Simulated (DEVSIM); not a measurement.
Device: Si p+/n-/n+ power diode, at 300 K.

```
layer (left to right)  material  thickness (μm)  Nd (cm⁻³)  Na (cm⁻³)   τn (s)   τp (s)
---------------------  --------  --------------  ---------  ---------  -------  -------
1                            Si           0.920          -     3.7e18  0.00021  0.00021
2                            Si            14.0     1.2e14          -  0.00021  0.00021
3                            Si            2.40     2.7e18          -  0.00021  0.00021
```

Left contact: ohmic. Right contact: ohmic. Voltage is applied to the left contact. Recombination: SRH at mid-gap, Auger. Mobility is μmin + (μ − μmin)/(1 + (N/Nref)^α).

This is a model device: material constants are rounded textbook-type values typed into the input, and sizes, dopings and lifetimes were drawn at random. Values at 300 K; Nc and Nv go as T^1.5, mobilities as T to minus their exponent, the gap by Varshni's rule with the affinity fixed.

```
parameter               Si
----------------  --------
gap (eV)             1.124
affinity (eV)         4.05
permittivity          11.7
Nc (cm⁻³)          2.86e19
Nv (cm⁻³)           3.1e19
μn (cm²/Vs)           1417
μp (cm²/Vs)            470
μn,min                  52
μp,min                  45
Nref,n              9.7e16
Nref,p              2.2e17
αn                    0.68
αp                    0.72
T exponent of μn       2.3
T exponent of μp       2.2
Cn (cm⁶/s)         2.8e-31
Cp (cm⁶/s)         9.9e-32
Varshni α (eV/K)  0.000473
Varshni β (K)          636
```

Model (solved in DEVSIM): 1D drift-diffusion, Boltzmann statistics, complete ionisation; no tunnelling, impact ionisation, image-force lowering or self-heating.

The temperature was swept, all else fixed.

```csv
temperature (K),potential step across the device at zero bias (V),dark forward voltage at 1 A/cm² (V),dark forward voltage at 100 A/cm² (V)
250,1.051,0.830,0.931
300,1.008,0.745,0.867
350,0.961,0.657,0.799
400,0.912,0.565,0.729
450,0.860,(withheld),(withheld)
500,0.806,0.373,0.579
```

Task: What belongs in the gaps?

Result: 
- 450, dark forward voltage at 1 A/cm² (V): 0.471
- 450, dark forward voltage at 100 A/cm² (V): 0.655
